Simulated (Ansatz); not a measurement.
Terminations of the (111) surface of fcc Pt, measured from the surface 'clean 1x1'. Atoms come from or go to: Ag: fcc Ag, Al: fcc Al, Ge: germanium, In: tetragonal indium, Ni: fcc Ni, ferromagnetic, Pb: fcc Pb, Pt: fcc Pt, Re: hcp Re, Rh: fcc Rh, Ru: hcp Ru, Sb: rhombohedral Sb, Sc: hcp Sc, Se: trigonal Se. ΔE is the energy of forming the row's surface from that one (negative: more stable at these reservoirs); the vacuum level's shift is aligned on the shared bottom. No zero-point or thermal terms. These are constructed structures in small cells; real faces may alloy, dewet or reconstruct in larger ones, and not all known structures of the face are among them. Slabs of about 11 Å with all that they carry, Fermi-Dirac smearing of 0.1 eV. Bottom of the slabs: a bare face, its two planes held. Relaxed from the named starts with such symmetry as they have, on meshes of like density; energies extrapolated to zero smearing; no spin-orbit coupling, no U. Spin-polarised runs, if any, are marked in brackets, and their order is one that fits the cell; the others ran without spin. A dash marks a value that is undefined for that row (no clear gap, or no work function of a gapped slab) or was not read reliably on its mesh.

All values below come from PBE (plane waves to 420 eV, PAW; Ansatz, a first-principles code).

```json
[
 {"surface": "a pseudomorphic layer of Ni in the host's stacking [spin, 1.2 μB a cell]", "atoms added per 1x1": "+1 Ni", "ΔE per 1x1 (eV)": "0.35", "shift of the vacuum level (eV)": "-0.85", "work function (eV)": "4.83"},
 {"surface": "(√3x√3)R30° layer of Se, one a cell, on the site that continues the host's stacking", "atoms added per 1x1": "+0.333 Se", "ΔE per 1x1 (eV)": "…", "shift of the vacuum level (eV)": "-1.15", "work function (eV)": "4.54"},
 {"surface": "p(2x2) layer of Pb, one a cell, on the site that continues the host's stacking", "atoms added per 1x1": "+0.25 Pb", "ΔE per 1x1 (eV)": "…", "shift of the vacuum level (eV)": "-1.84", "work function (eV)": "3.84"},
 {"surface": "a layer of Al in place of the second plane", "atoms added per 1x1": "+1 Al, -1 Pt", "ΔE per 1x1 (eV)": "-2.16", "shift of the vacuum level (eV)": "-1.10", "work function (eV)": "4.64"},
 {"surface": "a pseudomorphic layer of Ag in the other hollow", "atoms added per 1x1": "+1 Ag", "ΔE per 1x1 (eV)": "-0.24", "shift of the vacuum level (eV)": "-0.95", "work function (eV)": "4.73"},
 {"surface": "a layer of Rh in place of the second plane", "atoms added per 1x1": "-1 Pt, +1 Rh", "ΔE per 1x1 (eV)": "-0.02", "shift of the vacuum level (eV)": "-0.20", "work function (eV)": "5.50"},
 {"surface": "(√3x√3)R30° layer of Sb, one a cell, on the site that continues the host's stacking", "atoms added per 1x1": "+0.333 Sb", "ΔE per 1x1 (eV)": "…", "shift of the vacuum level (eV)": "-1.59", "work function (eV)": "4.09"},
 {"surface": "a layer of Sc in place of the third plane", "atoms added per 1x1": "-1 Pt, +1 Sc", "ΔE per 1x1 (eV)": "-1.48", "shift of the vacuum level (eV)": "0.23", "work function (eV)": "5.95"},
 {"surface": "a layer of Ge in place of the second plane", "atoms added per 1x1": "+1 Ge, -1 Pt", "ΔE per 1x1 (eV)": "-0.31", "shift of the vacuum level (eV)": "-0.53", "work function (eV)": "5.18"},
 {"surface": "a pseudomorphic layer of In in the other hollow", "atoms added per 1x1": "+1 In", "ΔE per 1x1 (eV)": "…", "shift of the vacuum level (eV)": "-1.89", "work function (eV)": "3.79"},
 {"surface": "a layer of Ru in place of the third plane", "atoms added per 1x1": "-1 Pt, +1 Ru", "ΔE per 1x1 (eV)": "-0.04", "shift of the vacuum level (eV)": "-0.14", "work function (eV)": "5.57"},
 {"surface": "a layer of Re in place of the third plane", "atoms added per 1x1": "-1 Pt, +1 Re", "ΔE per 1x1 (eV)": "-0.43", "shift of the vacuum level (eV)": "-0.08", "work function (eV)": "5.63"}
]
```

Q: Fill in the missing entries.

A: 
- (√3x√3)R30° layer of Se, one a cell, on the site that continues the host's stacking, ΔE per 1x1 (eV): -0.59
- p(2x2) layer of Pb, one a cell, on the site that continues the host's stacking, ΔE per 1x1 (eV): -0.38
- (√3x√3)R30° layer of Sb, one a cell, on the site that continues the host's stacking, ΔE per 1x1 (eV): -0.60
- a pseudomorphic layer of In in the other hollow, ΔE per 1x1 (eV): -0.23
